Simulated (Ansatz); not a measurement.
How the bulk modulus B0 of TaNOF (model structure, started from the WNOF type, Pmmm, No. 47, 4 atoms in the cell) moves with the method

No measured value is used here.

| level (code) | value (GPa) | cell (Å³/atom) |
|---|---|---|
| LDA (Ansatz) | 164 | 15.21 |
| PBE (Ansatz) | ? | 16.03 |
| PBEsol (Ansatz) | 154 | 15.59 |
| r²SCAN (Ansatz) | 154 | 15.67 |

Complete the blanks.


- PBE (Ansatz, a program for electronic structure), value (GPa): 143

Density-functional levels without +SOC have no spin–orbit coupling. LDA, PBE, PBEsol, r²SCAN: the bulk modulus is −V dP/dV from two relaxed cells at ±2 % in volume. Each level is taken at its own relaxed cell. Cutoffs differ between the levels. Ansatz's density-functional and Hartree–Fock values are scalar-relativistic unless marked +SOC, with PAW data made under PBE.

A model structure was made by putting elements into a prototype or built by hand; it is no filed structure, need not be a known phase, and can be a saddle point held by its symmetry.
